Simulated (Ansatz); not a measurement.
Adsorption energy and surface dipole of F on the 1x1 (100) surface of cubic SrTiO3 (a phase of room or higher temperature, not the 0 K ground state) (cut with top plane 2 O + Ti), one in a 1x1 cell, started at the site 'hollow O-O-Ti', worked from the runs' numbers; total energies count from the potentials' own zero.

Host crystal: cubic SrTiO3, with a band gap (PBE, scalar-relativistic without spin-orbit coupling).

These are PBE (plane waves to 420 eV, PAW; Ansatz, a first-principles code) values and carry that method's errors.

Slab: 14 atoms, 7.8 Å thick at the start under the adsorbate (thin: gaps and levels are the slab's own); k 6x6x1, smearing 0.01 eV, dipole-corrected; 5 atoms held, the rest relaxed; held to the start's symmetry, so lower structures may exist; spin-polarised, ending with about 0.6 μB a cell, a value that depends on the mesh; orders that need a larger cell were not tried, no spin-orbit, no U, no dispersion correction. The slab shows no gap over 0.04 eV on its mesh. At the end it is bonded to Ti. In PBE it is, or lies within 0.03 eV of, the lowest of the starts that converged.

```json
[
 {"quantity": "slab with the adsorbate", "value": "-19953.332 eV"},
 {"quantity": "clean slab, same cell and mesh", "value": "-19145.818 eV"},
 {"quantity": "reference, ½ F2(g)", "value": "-805.593 eV"},
 {"quantity": "area of the cell", "value": "15.50 Å²"},
 {"quantity": "change of the step from the bottom to the top vacuum level", "value": "3.302 eV"}
]
```

### Question
What is the adsorption energy against this reference?

### Answer
E(slab + adsorbate) − E(slab) − E(reference) = -1.92 eV, so in this state the adsorbate is more stable than in the reference, at a coverage of 6.45 a nm².

### Question
What dipole does adsorption add to the slab along the outward normal (Helmholtz relation, ε₀ = 0.005526 e/(V·Å))?

### Answer
p = −ε₀·A·ΔV = -0.283 e·Å = -1.36 D; its negative end points to the vacuum, which raises the vacuum level.
